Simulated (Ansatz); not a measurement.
The reference is GaN in the wurtzite structure (space group P6_3mc, No. 186).

```
CELL_PARAMETERS angstrom
      3.18258     0.00000     0.00000
     -1.59129     2.75619     0.00000
      0.00000     0.00000     5.18543
ATOMIC_POSITIONS crystal
  Ga 0.33333 0.66667 0.00019
  Ga 0.66667 0.33333 0.50019
  N  0.33333 0.66667 0.37681
  N  0.66667 0.33333 0.87681
```

Cartesian axes are those of the cell as printed.

Method: PBEsol (Ansatz, a quantum-chemistry and plane-wave program, PAW, no SOC).

Now apply this change: uniaxial strain ε_xx = +2.40 %, all other strain components held at zero; the atoms relax in the strained cell.

Task: Predict the stress tensor and what it implies for the stiffness.

Result: Stress of the strained cell less that of the base (GPa, compression positive):
```
  -7.82    0.00    0.00
   0.00   -2.87    0.00
   0.00    0.00   -2.09
```

Then −Δσ_ii/ε with ε = 0.0240 gives secant stiffness values (nonlinear terms included at this strain): C11 ≈ 326 GPa, C12 ≈ 120 GPa and C13 ≈ 87 GPa.

As a check, the harmonic strain energy −½ V₀ Δσ:ε is 6.7 meV/atom; the computed energy rise is 6.8 meV/atom.

Whether these cells are dynamically stable was not tested.
